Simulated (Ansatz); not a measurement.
The reference is ZnO in the wurtzite structure (space group P6_3mc, No. 186; a = 3.279 Å, c = 5.294 Å).

The values are results of Ansatz (a first-principles code), PBE, PAW, cutoff 420 eV, spin-orbit coupling left out, not measurements.

Base values:

```
Quantity                              Value
---------------------  --------------------
Valence-band top at Γ  0.00, 0.00, -0.08 eV
```

Modification: cell and atoms relaxed at a pressure of 9 GPa.

Predict the new valence-band top at Γ.

The valence-band top at Γ (three highest levels, from the VBM) becomes 0.00, 0.00, -0.10 eV (base: 0.00, 0.00, -0.08 eV).

Estimate the effect on the mean gap deformation potential ΔEg/Δln V.

The mean gap deformation potential ΔEg/Δln V comes out as -1.4 eV.

Load acts through the strain it causes; cell and atoms are relaxed under it. Stability against distortions was not tested. Tetrahedral semiconductors of this kind turn to denser phases somewhere between about 1 and 50 GPa; those were not computed, so compressed cells here can lie past the real transition.
